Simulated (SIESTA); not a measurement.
# Input and output of a self-consistent single point for SiMo₃ (Pm-3n, 8 atoms in the cell) (SIESTA)

Level of theory: GGA PBE, numerical atomic orbitals TZP, PseudoDojo PBE standard norm-conserving potentials (rewritten from UPF to PSML) in SIESTA.

Input as run:

```
# files in the folder: Si.psml Mo.psml (PseudoDojo PBE standard)
SystemName  SiMo3
SystemLabel SiMo3

NumberOfAtoms                8
NumberOfSpecies              2
%block ChemicalSpeciesLabel
  1 14 Si
  2 42 Mo
%endblock ChemicalSpeciesLabel
LatticeConstant              1.0 Ang
%block LatticeVectors
     4.889700000    0.000000000    0.000000000
     0.000000000    4.889700000    0.000000000
     0.000000000    0.000000000    4.889700000
%endblock LatticeVectors
AtomicCoordinatesFormat      Bohr
%block AtomicCoordinatesAndAtomicSpecies
     4.620096916    4.620096916    4.620096916  1
     0.000000000    0.000000000    0.000000000  1
     0.000000000    4.620096916    2.310048458  2
     0.000000000    4.620096916    6.930145374  2
     2.310048458    0.000000000    4.620096916  2
     6.930145374    0.000000000    4.620096916  2
     4.620096916    2.310048458    0.000000000  2
     4.620096916    6.930145374    0.000000000  2
%endblock AtomicCoordinatesAndAtomicSpecies

XC.functional                GGA
XC.authors                   PBE
PAO.BasisSize                TZP
PAO.EnergyShift              0.01 Ry
MeshCutoff                   350 Ry
%block kgrid.MonkhorstPack
    5   0   0  0.0
    0   5   0  0.0
    0   0   5  0.0
%endblock kgrid.MonkhorstPack
OccupationFunction           FD
ElectronicTemperature        0.136 eV

MaxSCFIterations             150
SCF.Mixer.Method             Broyden
SCF.Mixer.Weight             0.25
SCF.Mixer.History            6
SCF.DM.Tolerance             1.0E-05
Diag.ParallelOverK           true
WriteForces                  true
Charge.Mulliken              end
```

The program printed (abridged):

```
reinit: Reading from file input.fdf

reinit: System Name: SiMo3
reinit: System Label: SiMo3

coor:   Atomic-coordinates input format  =     Cartesian coordinates
coor:                                            (in Bohr units)

siesta: Atomic coordinates (Bohr) and species
siesta:      4.62010   4.62010   4.62010  1        1
siesta:      0.00000   0.00000   0.00000  1        2
siesta:      0.00000   4.62010   2.31005  2        3
siesta:      0.00000   4.62010   6.93015  2        4
siesta:      2.31005   0.00000   4.62010  2        5
siesta:      6.93015   0.00000   4.62010  2        6
siesta:      4.62010   2.31005   0.00000  2        7
siesta:      4.62010   6.93015   0.00000  2        8

siesta: System type = bulk

initatomlists: Number of atoms, orbitals, and projectors:      8   184   144

siesta: ******************** Simulation parameters ****************************
redata: Spin configuration                          = none
redata: Time-Reversal Symmetry                      = T
redata: Number of Atomic Species                    =        2
redata: Mesh Cutoff                                 =   350.0000 Ry
redata: Net charge of the system                    =     0.0000 |e|
redata: Min. number of SCF Iter                     =        0
redata: Max. number of SCF Iter                     =      150
redata: SCF convergence failure will abort job
redata: SCF mix quantity                            = Hamiltonian
redata: Mix DM or H after convergence               =   F
redata: Recompute H after scf cycle                 =   F
redata: Mix DM in first SCF step                    =   T
redata: No kicks to SCF
redata: DM Mixing Weight for Kicks                  =     0.5000
redata: Require Harris convergence for SCF          =   F
redata: Harris energy tolerance for SCF             =     0.000100 eV
redata: Require DM convergence for SCF              =   T
   [... lines left out ...]
diag: Parallel distribution                         =     1 x     1
diag: Used triangular part                          = Lower
diag: Absolute tolerance                            =  0.100E-15
diag: Orthogonalization factor                      =  0.100E-05
diag: Memory factor                                 =  1.0000

superc: Internal auxiliary supercell:     5 x     5 x     5  =     125
superc: Number of atoms, orbitals, and projectors:   1000  23000  18000

                        Single-point calculation

superc: Internal auxiliary supercell:     5 x     5 x     5  =     125
superc: Number of atoms, orbitals, and projectors:   1000  23000  18000

outcell: Unit cell vectors (Ang):
        4.889700    0.000000    0.000000
        0.000000    4.889700    0.000000
        0.000000    0.000000    4.889700

outcell: Cell vector modules (Ang)   :    4.889700    4.889700    4.889700
outcell: Cell angles (23,13,12) (deg):     90.0000     90.0000     90.0000
outcell: Cell volume (Ang**3)        :    116.9086
new_DM -- step:     1
Initializing Density Matrix...

Attempting to read DM from file... Failed...
DM filled with atomic data:

InitMesh: MESH = 60 x 60 x 60 = 216000
InitMesh: Mesh cutoff (required, used) =   350.000   416.141 Ry

stepf: Fermi-Dirac step function
        iscf     Eharris(eV)        E_KS(eV)     FreeEng(eV)     dDmax    Ef(eV) dHmax(eV)
   scf:    1   -11613.827197   -11686.398669   -11686.602211  1.511414 -2.157776  8.715812
   scf:    2   -11709.634989   -11700.324418   -11700.525105  0.210683 -2.964254  3.435290
   scf:    3   -11703.107660   -11702.197945   -11702.409329  0.145393 -3.468196  0.757812
   scf:    4   -11702.461944   -11702.355513   -11702.570565  0.064236 -3.628392  0.049710
   scf:    5   -11702.355769   -11702.355668   -11702.570857  0.002240 -3.636513  0.026275
   scf:    6   -11702.355895   -11702.355783   -11702.570937  0.002139 -3.647043  0.011435
   scf:    7   -11702.355780   -11702.355783   -11702.570956  0.000924 -3.652388  0.001693
   scf:    8   -11702.355768   -11702.355775   -11702.570956  0.000134 -3.652985  0.000197
   scf:    9   -11702.355775   -11702.355775   -11702.570956  0.000014 -3.652991  0.000134
   scf:   10   -11702.355775   -11702.355775   -11702.570956  0.000010 -3.652996  0.000137
   scf:   11   -11702.355775   -11702.355775   -11702.570956  0.000008 -3.652999  0.000101
SCF Convergence by DM+H criterion
max |DM_out - DM_in|         :     0.0000075357
max |H_out - H_in|      (eV) :     0.0001012385
SCF cycle converged after 11 iterations

Using DM_out to compute the final energy and forces

siesta: E_KS(eV) =           -11702.3558

siesta: E_KS - E_eggbox =    -11702.3558

siesta: Atomic forces (eV/Ang):
     1   -0.000001   -0.000001   -0.000003
     2    0.000001    0.000001    0.000003
     3    0.000001   -0.000002   -0.000004
     4    0.000001   -0.000002    0.000004
     5   -0.000016    0.000002   -0.000003
     6    0.000016    0.000002   -0.000003
     7   -0.000001    0.000020    0.000003
     8   -0.000001   -0.000020    0.000003
   Tot    0.000000    0.000000    0.000000
   Max    0.000020
   Res    0.000008    sqrt( Sum f_i^2 / 3N )
   Max    0.000020    constrained

Stress tensor Voigt[x,y,z,yz,xz,xy] (kbar):      -13.06      -13.06      -13.06        0.00        0.00        0.00
(Free)E + p*V (eV/cell)   -11701.6183
Target enthalpy (eV/cell)   -11702.5710

siesta: Program's energy decomposition (eV):
siesta: Ebs     =     -2503.119955
siesta: Eions   =     20720.982351
siesta: Ena     =      5419.518642
siesta: Ekin    =      3730.742505
siesta: Enl     =      1421.737884
siesta: Eso     =         0.000000
siesta: Edftu   =         0.000000
siesta: DEna    =       213.174810
siesta: DUscf   =         7.929598
siesta: DUext   =         0.000000
siesta: Ex      =     -1632.530250
siesta: Ec      =      -141.946613
siesta: Exc     =     -1774.476863
siesta: Eharris =    -11702.355775
siesta: Etot    =    -11702.355775
siesta: FreeEng =    -11702.570956

siesta: Stress tensor (static) (eV/Ang**3):
siesta:    -0.008149    0.000000    0.000000
siesta:     0.000000   -0.008149    0.000000
siesta:     0.000000    0.000000   -0.008149

siesta: Cell volume =        116.908649 Ang**3

siesta: Pressure (static):
siesta:                Solid            Molecule  Units
siesta:           0.00008875          0.00008875  Ry/Bohr**3
siesta:           0.00814870          0.00814881  eV/Ang**3
siesta:          13.05565160         13.05582576  kBar

mulliken: Atomic and Orbital Populations:

   [... lines left out ...]

              0.001
   5 13.958   1.794   0.063   0.009   0.471   1.940   1.940   1.916   0.343
              0.343   0.230   0.844   0.972   0.948   0.844   0.797  -0.107

             -0.032  -0.038  -0.107  -0.063   0.178   0.069   0.106   0.178

              0.317
   6 13.958   1.794   0.063   0.009   0.471   1.940   1.940   1.916   0.343
              0.343   0.230   0.844   0.972   0.948   0.844   0.797  -0.107

             -0.032  -0.038  -0.107  -0.063   0.178   0.069   0.106   0.178

              0.317
   7 13.958   1.794   0.063   0.009   0.471   1.916   1.940   1.940   0.230
              0.343   0.343   0.844   0.844   0.948   0.972   0.797  -0.107

             -0.107  -0.038  -0.032  -0.063   0.178   0.178   0.106   0.069

              0.317
   8 13.958   1.794   0.063   0.009   0.471   1.916   1.940   1.940   0.230
              0.343   0.343   0.844   0.844   0.948   0.972   0.797  -0.107

             -0.107  -0.038  -0.032  -0.063   0.178   0.178   0.106   0.069

              0.317

mulliken: Qtot =       92.000

Mulliken Atomic Populations:
Atom #   charge [q] valence [e]  Species
     1    -0.126593    4.126593  Si
     2    -0.126593    4.126593  Si
     3     0.042207   13.957793  Mo
     4     0.042203   13.957797  Mo
     5     0.042194   13.957806  Mo
     6     0.042192   13.957808  Mo
     7     0.042196   13.957804  Mo
     8     0.042194   13.957806  Mo
 Total     0.000000
```

The run converged in 11 iterations.

The starting cell comes from a database of computed structures (which also holds hypothetical and non-ambient phases and stackings), without a prior relaxation at this level. Spin polarisation is off. Values carry the incompleteness of an atom-centred basis.

Cost on one core of a shared machine: roughly 2 min.
